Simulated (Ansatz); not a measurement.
Ansatz (an electronic-structure program) run on Au (P-1, 2 atoms in the cell): relaxation of the atoms.

Method of the run: LDA (PW92), default PAW files made with PBE (plane waves; Ansatz).

The change in words: one atom moved by 0.15 angstrom; relax: default → atoms; relax.f_tol: default → 0.001 eV/Å. Reference geometry:
```yaml
crystal:
  lattice:
    - [2.82957, 0.00000, 0.00000]
    - [-0.01302, 2.83428, 0.00000]
    - [-1.14359, -1.19134, 4.94864]
  atoms:
    - { symbol: Au, position: [0.32714, 0.33404, 0.72594] }
    - { symbol: Au, position: [0.67286, 0.66596, 0.27406] }
```

Reference input (self-consistent single point, DFT, LDA (PW92), plane waves, default PAW files made with PBE): basis.ecutwfc = 420 eV; kpoints.mp_grid.grid = 12 12 7; hamiltonian.xc = lda; hamiltonian.pseudopotentials = {kind: paw} (the program's default PAW files); scf.occupations.method = gaussian; scf.occupations.width = 0.1 eV. This run's input differs from it in these lines:

```diff
@@ -6,3 +6,3 @@
   atoms:
-    - { symbol: Au, position: [0.327140, 0.334040, 0.725940] }
+    - { symbol: Au, position: [0.339449, 0.346781, 0.756251] }
     - { symbol: Au, position: [0.672860, 0.665960, 0.274060] }
@@ -17,2 +17,4 @@
   occupations: { method: gaussian, width: 0.1 }
+relax:
+  f_tol: 0.001
 output:
```

Output (repeated stretches shortened):

```
   [... SCF lines of the steps left out ...]
relax step   1: F+E_penalty+E_count = -25729.33240552 eV  Δ(F+E_penalty+E_count) = +0.000e0 eV  max|allowed force component| = 1.115e0 eV/Å  Δτ_max = 0.0000 Å  (6 SCF iters, dr2 threshold 1.00e-7 eV, accepted)
relax step   2: F+E_penalty+E_count = -25729.40547686 eV  Δ(F+E_penalty+E_count) = -7.307e-2 eV  max|allowed force component| = 4.372e-1 eV/Å  Δτ_max = 0.1362 Å  (5 SCF iters, dr2 threshold 7.76e-5 eV, accepted)
relax step   3: F+E_penalty+E_count = -25729.42594756 eV  Δ(F+E_penalty+E_count) = -2.047e-2 eV  max|allowed force component| = 4.664e-2 eV/Å  Δτ_max = 0.0506 Å  (5 SCF iters, dr2 threshold 1.19e-5 eV, accepted)
relax step   4: F+E_penalty+E_count = -25729.42633942 eV  Δ(F+E_penalty+E_count) = -3.919e-4 eV  max|allowed force component| = 3.807e-3 eV/Å  Δτ_max = 0.0140 Å  (5 SCF iters, dr2 threshold 1.36e-7 eV, accepted)
relax step   5: F+E_penalty+E_count = -25729.42638356 eV  Δ(F+E_penalty+E_count) = -4.414e-5 eV  max|allowed force component| = 8.252e-4 eV/Å  Δτ_max = 0.0083 Å  (6 SCF iters, accepted)
relax step   6: F+E_penalty+E_count = -25729.42638544 eV  Δ(F+E_penalty+E_count) = -1.883e-6 eV  max|allowed force component| = 1.834e-4 eV/Å  Δτ_max = 0.0021 Å  (5 SCF iters, accepted)
Stability not checked: this state was not tested for a lower state beside it, because too few of the mixer's solves of this state at the end of the SCF gave a …
Free energy (F): -25729.426385 eV
Internal energy: -25729.422828 eV  (E = F + TS)
E sigma→0 (E₀):  -25729.424607 eV
Entropy (-TS):   -0.003558 eV (-1.779 meV/atom)
Fermi energy:    16.197084 eV
--- Forces (eV/Å), atoms counted from 1 ---
  atom   1  Au     0.00001299     0.00004051     0.00018336
  atom   2  Au    -0.00001299    -0.00004051    -0.00018336
--- Stress (GPa, compression-positive) ---
      -13.134839       0.177748       0.085945
        0.177748     -13.342705       0.011010
        0.085945       0.011010     -12.505204
  P = ⅓ Tr σ = -12.9942 GPa (-129.942 kbar)
   [... lines left out ...]
--- Relaxed structure (6 steps of the walk, 6 accepted, 0 SCFs on fresh bases) ---
  F+E_penalty+E_count = -25729.42638544 eV   max|allowed force component| = 1.834e-4 eV/Å
  atoms:
    - { symbol: Au, position: [0.3354969249517235, 0.33999628083578043, 0.7374066067642165] }
    - { symbol: Au, position: [0.6768120750482766, 0.6727447191642195, 0.2929043932357835] }
```

The run converged. 

Summary of the result:
- Free energy E − TS (on the zero of these files) = -25729.4264 eV
- Fermi level (on the code's own zero) = 16.20 eV
- Pressure = -12.99 GPa
- Relaxation steps = 6

The starting cell comes from a database of computed structures (which also holds hypothetical and non-ambient phases and stackings), without a prior relaxation at this level. Its lattice was rescaled by up to half a per cent. For this run, on top of that: one atom moved by 0.15 angstrom. Ansatz's pressure includes its estimate of the finite-basis (Pulay) stress.

Cost on one core of a shared machine: roughly 2 min.

Keys are those of Ansatz 0.2.
